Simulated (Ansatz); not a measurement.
The cell is made up: elements placed on another compound's structure type, so the phase may be hypothetical.

Inside the gap of an insulator the Bloch states are evanescent, with a wavenumber k + iκ along the transport direction.

Data:

```xyz
12
Lattice="6.7248 0.0000 0.0000 0.0000 9.5103 0.0000 0.0000 4.7551 4.7551" Properties=species:S:1:pos:R:3 pbc="T T T"
Ga     3.3624     8.3215     1.1888
Ga     0.0000     8.3215     3.5664
Ga     0.0000     5.9439     1.1888
Ga     3.3624     5.9439     3.5664
Ga     1.6812     2.3776     2.3776
Ga     5.0436     2.3776     2.3776
P      0.0000    10.6991     3.5664
P      3.3624     1.1888     1.1888
P      3.3624    13.0766     3.5664
P      0.0000     3.5664     1.1888
P      1.6812     7.1327     2.3776
P      5.0436     7.1327     2.3776
```

Space group of this cell: Pm-3n. The cell was relaxed by PBE-D3(BJ).

Transport runs along the normal of the first two printed cell vectors.

The gap is the functional's own, uncorrected, and κ follows it; spin-orbit coupling is left out. Mid-gap values are interpolated between the computed energies.

Q: Compute, with r2SCAN run with Ansatz (a quantum-chemistry and plane-wave program), the band gap and the smallest decay constant κ at mid-gap.

A: Gap 1.13 eV on a 6×6×6 mesh; κ = 0.111 1/Å, at the zone centre.
